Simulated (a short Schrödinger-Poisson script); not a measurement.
Stack: single CdTe/Cd0.65Zn0.35Te quantum well.

| layer | material | thickness (nm) |
|---|---|---|
| 1 | Cd0.65Zn0.35Te | 20 |
| 2 | CdTe | 12 |
| 3 | Cd0.65Zn0.35Te | 20 |

The device is made up for the run: typed textbook-type constants, with dimensions and the other settings drawn at random. CdTe: direct gap (eV) 1.5, conduction-band edge (eV) 0, electron mass (mₑ) 0.096, heavy-hole mass 0.6, light-hole mass 0.12. Cd0.65Zn0.35Te: direct gap (eV) 1.71, conduction-band edge (eV) 0.168, electron mass (mₑ) 0.1, heavy-hole mass 0.6, light-hole mass 0.13.

The valence-band edge of each layer lies one gap below its conduction-band edge. The electron's potential energy rises along the stack by the applied field. Mesh 0.03 nm at interfaces.

### Question
Estimate e1 and hh1 for infinitely high walls at zero field, and compare with the finite well.

### Answer
ħ²π²/(2mL²) gives 27.2 meV for the electron and 4.4 meV for the heavy hole. The finite well gives 17.0 and 3.0 meV, 0.62 and 0.69 of the estimates, as the states reach into the barriers (2 % of e1 lies outside the well).

From a short Schrödinger-Poisson script (our own, NumPy): one-band effective-mass equation with BenDaniel-Duke matching, electrons, heavy and light holes apart, hard walls at the outer ends, one valence edge for both holes (no strain splitting), no charge, excitons, band mixing or non-parabolicity; under a field the levels are quasi-bound states of a box, listed while three quarters of their weight lies within 4 nm of the wells.
